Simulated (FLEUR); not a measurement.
## A self-consistent single point of TaN (Fm-3m, 2 atoms in the cell) with FLEUR

Method of the run: PBE, all-electron FLAPW (FLEUR), scalar-relativistic valence.

Input:

Input of the input generator:

```
TaN
&input film=f /
-0.0000000000 2.2113250000 2.2113250000
2.2113250000 -0.0000000000 2.2113250000
2.2113250000 2.2113250000 -0.0000000000
1.8897261246
1.0 1.0 1.0

2
73 0.5000000000 0.5000000000 0.5000000000
7 0.0000000000 0.0000000000 0.0000000000

&comp jspins=1 /
&kpt div1=9 div2=9 div3=9 /
&end /
```

```xml
<?xml version="1.0" encoding="UTF-8" standalone="no"?>
<fleurInput fleurInputVersion="0.39">
   <comment>
      TaN                                                                                                 
   </comment>
   <calculationSetup>
      <cutoffs Kmax="4.3" Gmax="12.9" GmaxXC="12.9" numbands="0"/>
      <scfLoop itmax="100" minDistance="0.00001" maxIterBroyd="99" imix="Anderson" alpha="0.05" precondParam="0.0" spinf="2.0"/>
      <coreElectrons ctail="T" frcor="F" kcrel="0" coretail_lmax="0"/>
      <xcFunctional name="pbe" relativisticCorrections="F"/>
      <magnetism jspins="1"/>
      <soc l_soc="F" theta="0.0" phi="0.0" spav="F"/>
      <expertModes spex="0" secvar="F"/>
      <geometryOptimization l_f="T" forcealpha="1.0" forcemix="BFGS" epsdisp="0.00001" epsforce="0.00001"/>
      <ldaU l_linMix="F" mixParam="0.05" spinf="1.0"/>
   </calculationSetup>
   <cell>
      <bzIntegration valenceElectrons="32.0" mode="gauss" fermiSmearingEnergy="0.00734986">
         <kPointListSelection listName="default-1"/>
         <!-- k-points included here -->
         <xi:include xmlns:xi="http://www.w3.org/2001/XInclude" href="kpts.xml"> </xi:include>
      </bzIntegration>
      <!-- symmetry operations included here -->
      <xi:include xmlns:xi="http://www.w3.org/2001/XInclude" href="sym.xml"> </xi:include>
      <bulkLattice scale="1.0">
         <bravaisMatrix>
            <row-1>    0.0000000000000000     4.1787986224810947     4.1787986224810947</row-1>
            <row-2>    4.1787986224810947     0.0000000000000000     4.1787986224810947</row-2>
            <row-3>    4.1787986224810947     4.1787986224810947     0.0000000000000000</row-3>
         </bravaisMatrix>
      </bulkLattice>
   </cell>
   <atomSpecies>
      <species name="Tantalum (Ta)" element="Ta" atomicNumber="73">
         <mtSphere radius="2.49" gridPoints="859" logIncrement="0.016"/>
         <atomicCutoffs lmax="10" lnonsphr="8"/>
         <electronConfig flipSpins="F">
            <coreConfig>(1s1/2) (2s1/2) (2p1/2) (2p3/2) (3s1/2) (3p1/2) (3p3/2) (4s1/2) (3d3/2) (3d5/2) (4p1/2) (4p3/2) (4d3/2) (4d5/2)</coreConfig>
            <valenceConfig>(5s1/2) (5p1/2) (5p3/2) (6s1/2) (4f5/2) (4f7/2) (5d3/2) (5d5/2)</valenceConfig>
            <stateOccupation state="(5d3/2)" spinUp="0.6" spinDown="0.6"/>
            <stateOccupation state="(5d5/2)" spinUp="0.9" spinDown="0.9"/>
         </electronConfig>
         <energyParameters s="6" p="6" d="5" f="5"/>
         <lo type="SCLO" l="0" n="5" eDeriv="0"/>
         <lo type="SCLO" l="1" n="5" eDeriv="0"/>
         <lo type="SCLO" l="3" n="4" eDeriv="0"/>
      </species>
      <species name="Nitrogen (N)" element="N" atomicNumber="7">
         <mtSphere radius="1.41" gridPoints="487" logIncrement="0.021"/>
         <atomicCutoffs lmax="6" lnonsphr="4"/>
         <electronConfig flipSpins="F">
            <coreConfig>(1s1/2)</coreConfig>
            <valenceConfig>(2s1/2) (2p1/2) (2p3/2)</valenceConfig>
            <stateOccupation state="(2p1/2)" spinUp="0.5" spinDown="0.5"/>
            <stateOccupation state="(2p3/2)" spinUp="1.0" spinDown="1.0"/>
         </electronConfig>
         <energyParameters s="2" p="2" d="3" f="4"/>
      </species>
   </atomSpecies>
   <atomGroups>
      <atomGroup species="Tantalum (Ta)">
         <relPos label="                   1">1.000/2.000 1.000/2.000 1.000/2.000</relPos>
         <force calculate="T" relaxXYZ="TTT"/>
      </atomGroup>
      <atomGroup species="Nitrogen (N)">
         <relPos label="                   2">.0000000000 .0000000000 .0000000000</relPos>
         <force calculate="T" relaxXYZ="TTT"/>
      </atomGroup>
   </atomGroups>
   <output dos="F" band="F" slice="F">
      <checks vchk="F" cdinf="F"/>
      <bandDOS minEnergy="-.5*Htr" maxEnergy="0.5*Htr" sigma="0.015" storeEVData="T"/>
      <vacuumDOS vacdos="F" integ="F" star="F" nstars="0" locx1="0.0" locy1="0.0" locx2="0.0" locy2="0.0" nstm="0" tworkf="0.0"/>
      <unfoldingBand unfoldBand="F" supercellX="1" supercellY="1" supercellZ="1"/>
      <plotting iplot="0" polar="F">
         <plot TwoD="T" vec1="  1.0  0.0  0.0" vec2="  0.0  1.0  0.0" vec3="  0.0  0.0  1.0" zero="  0.0  0.0  0.0" file="plot"/>
      </plotting>
      <chargeDensitySlicing numkpt="0" minEigenval="0.0" maxEigenval="0.0" nnne="0" pallst="F"/>
      <specialOutput eonly="F"/>
      <magneticCircularDichroism mcd="F" energyLo="-10.0" energyUp="0.0"/>
   </output>
  <!-- We include the file relax.xml here to enable relaxations (see documentation) -->
  <xi:include xmlns:xi="http://www.w3.org/2001/XInclude" href="relax.xml"> <xi:fallback/> </xi:include>
</fleurInput>
```

Output (repeated stretches shortened):

```
      Welcome to FLEUR        (www.flapw.de)
      MaX-Release 8.1          (www.max-centre.eu)

 ========== k-point set info ==========
 Selected k-point list: default-1
 k-point list type: mesh
 9 x 9 x 9
 Number of k points: 35

 ------------Calculation Setup---------------------------
           1           5           7          35
 Number of basis functions:          245
 Iteration:     1   Distance:      26.37803926 me/bohr^3
 Iteration:     2   Distance:      22.40877640 me/bohr^3
 Iteration:     3   Distance:       9.35413431 me/bohr^3
 Iteration:     4   Distance:       7.32726415 me/bohr^3
 Iteration:     5   Distance:       3.55604524 me/bohr^3
 Iteration:     6   Distance:       0.80442951 me/bohr^3
   [... 4 lines left out ...]
 Iteration:    11   Distance:       0.00793856 me/bohr^3
 Iteration:    12   Distance:       0.00189991 me/bohr^3
 Iteration:    13   Distance:       0.00035149 me/bohr^3
 Iteration:    14   Distance:       0.00006901 me/bohr^3
 Iteration:    15   Distance:       0.00000989 me/bohr^3
 Run finished successfully
 Stop message:
   Structural relaxation: Done

[file out, last iteration]
             iter=     16
          p o t e n t i a l   g e n e r a t o r
[...]
          integral of pseudo charge density inside the slab=        0.000000   0.000000
     coulomb potential in the interstitial region:
          density-coulomb potential integrals
          total density-coulomb potenti   -26744.4492370294
          density-effective potential integrals for spin  1
          total density-effective poten   -2.7168935473E+04
          charge density-energy density integrals
          total charge density-energy d   -3.2457680456E+02
 Updated energy parameters for spin:           1
  Atom    1 6s branch from -1.89 to  2.31 htr. ; e_l =  0.3577
  Atom    1 6p branch from -0.59 to  3.25 htr. ; e_l =  0.4898
  Atom    1 5d branch from -7.38 to  1.08 htr. ; e_l =  0.5166
  Atom    1 5f branch from -0.13 to  2.95 htr. ; e_l =  0.7488
  Atom    1 5s branch from-19.06 to -1.89 htr. ; e_l(l -1.9098
  Atom    1 5p branch from-13.93 to -0.59 htr. ; e_l(l -0.7021
  Atom    1 4f branch from -9.99 to -0.13 htr. ; e_l(l -0.1308
  Atom    2 2s branch from-13.28 to  1.76 htr. ; e_l = -0.1077
  Atom    2 2p branch from -9.99 to  1.84 htr. ; e_l =  0.1888
  Atom    2 3d branch from -9.99 to  6.35 htr. ; e_l =  0.4209
  Atom    2 4f branch from -9.99 to 10.73 htr. ; e_l =  0.5809
[...]
 fermi energy and band-weighting factors:
at   0.44444   0.44444   0.44444   k-weight:    0.010974
   25 eigenvalues :
   -1.909903   -0.699215   -0.673287   -0.673287   -0.140194   -0.137866   -0.137866   -0.137234
   -0.137234   -0.136360   -0.136222    0.057644    0.273055    0.371017    0.371017    0.698293
    0.705171    0.705171    0.795070    0.906080    0.906080    1.064039    1.095490    1.095490
    1.405177
   [... 2 blocks of this kind left out ...]

[...]
FERMIE:
          first approx. to ef    (T=0)  :   0.641205 htr   (energy of the highest occ. eigenvalue)
          number of occ. states  (T=0)  :        566
          first approx. to seigv (T=0)  :  -6.279168 htr
          sum of weights of occ. states :  16.024691
   [... lines left out ...]
          total moment                 =     0.00000
 Direct bandgap for spin            1 :    3.8299500111637630E-002  Htr
   [... lines left out ...]
          0.00001112  electrons lost from core.
          total charge for spin  1=   80.000001
          interst. charge =       3.708790
          mt charge=             70.944054    5.347157
          total charge  =   80.000001
          zc=    80.000000     qfix=    1.000000
     t o t a l  e n e r g y
          sum of eigenvalues =             -9570.5898112530
          density-coulomb potential int   -26744.4492370294
          density-effective potential i   -27168.9354731335
          charge density-ex.-corr.energ     -324.5768045574
          el.-nucl. inter. diff. m.t.      19468.6008909701
          Madelung term for atom type:       -46.9582059174
          el.-nucl. inter. diff. m.t.         61.6171280567
          Madelung term for atom type:        -5.3021378264
 ---->    total energy=                   -15680.9341239622 htr
 ---->    (input%tkb*entropy) TS=              0.0000000000 htr
 ---->    free energy=                    -15680.9341239622 htr
      extrapolation for T->0
 ---->    total electron energy=          -15680.9341239622 htr
 ***** TOTAL FORCES ON ATOMS *****
 TOTAL FORCE FOR ATOM TYPE=  1  X=  4.179   Y=  4.179   Z=  4.179
                       FX_TOT= 0.000000 FY_TOT= 0.000000 FZ_TOT= 0.000000
 TOTAL FORCE FOR ATOM TYPE=  2  X=  0.000   Y=  0.000   Z=  0.000
                       FX_TOT= 0.000000 FY_TOT= 0.000000 FZ_TOT= 0.000000
 Structural relaxation: Done
```

The run converged in 15 iterations. FLEUR gives forces in its relaxation mode, with a further iteration, so its stop message speaks of a relaxation.

The starting cell comes from a database of computed structures (which also holds hypothetical and non-ambient phases and stackings), without a prior relaxation at this level. Spin-orbit coupling is off. Spin polarisation is off. Values depend on the basis (sphere radii, cutoffs, local orbitals), which need not be converged. The log's line on a gap gives a spacing of levels on this mesh, which the program prints for metals too.
